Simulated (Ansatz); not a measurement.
For InGaN₂ (P3m1, No. 156, 4 atoms in the cell; start mp-1223660), LDA (PAW; Ansatz, an electronic-structure program) gives:

```
Item                                  Result
------------------------------  ------------
equilibrium lattice constant a       3.320 Å
c axis length                        5.454 Å
bulk modulus B0                      166 GPa
cohesive energy                 4.93 eV/atom
band gap                             0.46 eV
```

### Question
What does r²SCAN (Ansatz, PAW) give for the same quantities?

### Answer

- lattice constant a: 3.359 Å (grows by 1.2 %)
- lattice parameter c: 5.505 Å (grows by 0.9 %)
- bulk modulus: 160 GPa (drops by 3.6 %)
- cohesive energy: 4.00 eV/atom (decreases by 0.93 eV/atom)
- band gap: 0.67 eV (increases by 0.21 eV)

Changes are worked out from the printed values.

Unless a cell is named, each level is at its own relaxed cell (LDA 13.01, r²SCAN 13.45 Å³/atom).

Levels without +SOC leave out spin–orbit coupling, which shifts energies and cells of such heavy elements.

Levels without +SOC have no spin–orbit coupling; where heavier elements are present it shifts gaps, mostly down, and can invert bands. Density-functional gaps are differences of (generalised) Kohn–Sham levels.

Caveats: the bulk modulus is −V dP/dV from two relaxed cells at ±2 % in volume (LDA, r²SCAN); the relaxation could not lower the start's symmetry, so the cell can be a saddle point above a distorted one (LDA, r²SCAN). Ansatz's density-functional and Hartree–Fock values are scalar-relativistic unless marked +SOC, with PAW data made under PBE.

A start named mp-… is a Materials Project structure, which need not be a measured phase.
